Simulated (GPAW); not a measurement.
GPAW run on a sheet of TiTe2 (3 atoms in the cell): self-consistent single point.

Computed with PBE, GPAW PAW datasets PBE (gpaw-data 1.0.1) (plane waves; GPAW 25.7.0).

```yaml
crystal:
  lattice:
    - [3.87702, 0.00000, 0.00000]
    - [-1.93851, 3.35759, 0.00000]
    - [0.00000, 0.00000, 17.17063]
  atoms:
    - { symbol: Ti, position: [0.00000, 0.00000, 0.50000] }
    - { symbol: Te, position: [0.33333, 0.66667, 0.59233] }
    - { symbol: Te, position: [0.66667, 0.33333, 0.40767] }
```

Reference input (self-consistent single point, DFT PBE, plane waves, GPAW PAW datasets PBE (gpaw-data 1.0.1)): mode = pw; ecut = 850 eV; xc = PBE; kpts = 5 5 1; mesh shift (steps) = 0 0 0; occupations.name = methfessel-paxton; occupations.width = 0.1 eV; occupations.order = 0; nbands = -9; symmetry.symmorphic = false; symmetry.tolerance = 0.0005; maxiter = 150. This run's input differs from it in these lines:

```diff
@@ -15,3 +15,3 @@
             xc='PBE',
-            kpts=(5, 5, 1),
+            kpts=(7, 7, 1),
             occupations={'name': 'methfessel-paxton', 'width': 0.1, 'order': 0},
```

Output (repeated stretches shortened):

```
     iter     time        total  log10-change:
                         energy   eigst   dens
iter:   1 --:--:--   -15.214915
iter:   2 --:--:--   -15.201279   -1.28  -1.24
iter:   3 --:--:--   -15.192703   -1.20  -1.25
iter:   4 --:--:--   -15.108279   -2.51  -1.55
iter:   5 --:--:--   -15.256713   -2.15  -1.61
iter:   6 --:--:--   -15.091729   -1.99  -1.53
iter:   7 --:--:--   -15.074309   -2.52  -1.95
iter:   8 --:--:--   -15.074206   -3.53  -2.47
iter:   9 --:--:--   -15.074115c  -3.65  -2.52
iter:  10 --:--:--   -15.074027c  -4.20  -3.26
iter:  11 --:--:--   -15.074029c  -4.55  -3.61
iter:  12 --:--:--   -15.074030c  -4.85  -3.61
iter:  13 --:--:--   -15.074021c  -5.13  -3.47
   [... 6 lines left out ...]
iter:  20 --:--:--   -15.074021c  -6.75  -3.55
iter:  21 --:--:--   -15.074018c  -7.02  -3.54
iter:  22 --:--:--   -15.074011c  -6.32  -3.55
iter:  23 --:--:--   -15.074006c  -5.96  -3.65
iter:  24 --:--:--   -15.074006c  -6.90  -4.26c
iter:  25 --:--:--   -15.074006c  -7.38  -4.35c
iter:  26 --:--:--   -15.074005c  -7.49c -4.36c
Converged after 26 iterations.

Dipole moment: (0.000000, -0.000000, -0.000000) |e|*Ang

Energy contributions relative to reference atoms: (reference = -392805.381149)

Kinetic:        +29.116823
Potential:      -29.473055
External:        +0.000000
XC:             -15.066166
Entropy (-ST):   -0.007090
Local:           +0.351937
SIC:             +0.000000
--------------------------
Free energy:    -15.077550
Extrapolated:   -15.074005

Showing only first 2 kpts
 Kpt  Band  Eigenvalues  Occupancy
  0    10     -0.60387    0.00185
  0    11     -0.60383    0.00185
  0    12     -0.11649    0.00000
  0    13     -0.10497    0.00000

  1    10     -1.35695    2.00000
  1    11     -1.19761    2.00000
  1    12     -0.45344    0.00000
  1    13      0.30114    0.00000

Fermi level: -0.82401

No gap
No difference between direct/indirect transitions
Energy (eV): -15.074005

Forces in eV/Ang:
  0 Ti   -0.00000    0.00000    0.00000
  1 Te    0.00000    0.00000    0.83866
  2 Te    0.00000    0.00000   -0.83866

Stress tensor:
    -0.000908    -0.000000     0.000000
    -0.000000    -0.000908    -0.000000
     0.000000    -0.000000    -0.011752
Stress (GPa, Voigt): [-0.1455 -0.1455 -1.8829 -0.      0.     -0.    ]
```

The run converged in 26 iterations. GPAW prints stress with tension positive. Against the reference run the free energy falls by 7.7 meV/atom and the largest force goes from 0.874 to 0.839 eV/Å.

The starting cell was generated: these elements placed on a structure prototype, without a prior relaxation; it need not be a known phase or ordering of this composition. Its lattice was rescaled in the plane by a random factor within 2.5 % of one. Spin polarisation is off, so a magnetic state, if there is one, cannot be reached.

Cost on one core of a shared machine: roughly 40 s.
